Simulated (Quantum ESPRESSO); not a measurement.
**Sensitivity of a calculation on MnO₂ (P4_2/mnm, 6 atoms in the cell) to its settings**

```
CELL_PARAMETERS angstrom
      4.36786     0.00000     0.00000
      0.00000     4.36786     0.00000
      0.00000     0.00000     2.84586
ATOMIC_POSITIONS crystal
  Mn 0.00000 0.00000 0.00000
  Mn 0.50000 0.50000 0.50000
  O  0.30492 0.30492 0.00000
  O  0.69508 0.69508 0.00000
  O  0.19508 0.80492 0.50000
  O  0.80492 0.19508 0.50000
```
Moments meant for the start (each program seeds them in its own way; μB, in the order of the atoms Mn Mn O O O O): 4.0 4.0 0.0 0.0 0.0 0.0.

Base run A: LDA (PZ), GBRV 1.5 ultrasoft (LDA) pseudopotentials in Quantum ESPRESSO, self-consistent single point.

Its settings: ecutwfc = 50 Ry; ecutrho = 400 Ry; occupations = smearing; smearing = marzari-vanderbilt; degauss = 0.0073499 Ry; nspin = 2; potentials = {Mn: mn_lda_v1.5.uspp.F.UPF, O: o_lda_v1.2.uspp.F.UPF}; K_POINTS = automatic 4 4 6 0 0 0; conv_thr = 1e-10 Ry; mixing_beta = 0.3.

The starting cell comes from a database of computed structures (which also holds hypothetical and non-ambient phases and stackings), without a prior relaxation at this level. Its lattice was rescaled by a random factor within 2.5 % of one. The magnetic order is the one reached from the typed start; others were not searched systematically. In the base run, with a pressure of about -6 GPa the cell is away from its equilibrium volume at this level. Without a gap this mesh is coarse (it stands for a supercell whose shortest vector is 17 Å).

ΔF is the free energy per atom less that of run A. A dash stands where there is no value to compare (another energy zero or no entropy term, no result, no spin, no clean gap, or a mesh too coarse for one). Absolute energies have different zeros for different potentials, functionals, Hubbard and dispersion terms and are not compared across them.

Runs:
- B: conv_thr: 1e-10 Ry → 0.0073 Ry
- C: degauss: 0.0073499 Ry → 0.0018375 Ry
- D: ecutrho: 400 Ry → 300 Ry
- E: HUBBARD: default → ortho-atomic; U Mn-3d 3 eV [LDA (PZ)+U]
- F: smearing: marzari-vanderbilt → gaussian; degauss: 0.0073499 Ry → 0.0147 Ry
- G: nspin: 2 → default
- H: ecutwfc: 50 Ry → 100 Ry; ecutrho: 400 Ry → 800 Ry
- I: ecutwfc: 50 Ry → 55 Ry; ecutrho: 400 Ry → 440 Ry; pseudopotentials: {Mn: mn_lda_v1.5.uspp.F.UPF, O: o_lda_v1.2.uspp.F.UPF} → {Mn: mn_pbe_v1.5.uspp.F.UPF, O: O.pbe-n-kjpaw_psl.0.1.UPF}; input_dft: default → rvv10 [rVV10]
- J: mixing_ndim: default → 12
- K: tot_magnetization: default → 0

```csv
run,ΔF (meV/atom),pressure (GPa),largest force (eV/Å),size of the net moment (μB/atom)
A,0.00,-5.59,0.012,0.96
B,1.49,13.84,0.043,0.96
C,-0.08,-5.42,0.018,0.96
D,-0.02,-5.59,0.012,0.96
E,–,-0.84,0.031,1.00
F,-4.5,-6.42,0.022,0.92
G,100.2,-17.10,0.231,–
H,-11.2,-5.30,0.013,0.96
I,–,15.89,0.238,1.00
J,0.00,-5.58,0.012,0.96
K,100.2,-17.10,0.231,0.00
```

Run I against A: The pressure goes from -5.59 to 15.89 GPa, the largest force goes from 0.012 to 0.238 eV/Å and the size of the net moment goes from 0.96 to 1.00 μB/atom.

Run B against A: The free energy rises by 1.5 meV/atom, the pressure goes from -5.59 to 13.84 GPa, the largest force goes from 0.012 to 0.043 eV/Å and the size of the net moment stays at 0.96 μB/atom.

Run E against A: The pressure goes from -5.59 to -0.84 GPa, the largest force goes from 0.012 to 0.031 eV/Å and the size of the net moment goes from 0.96 to 1.00 μB/atom.

Runs K lost their moments and ended non-magnetic.
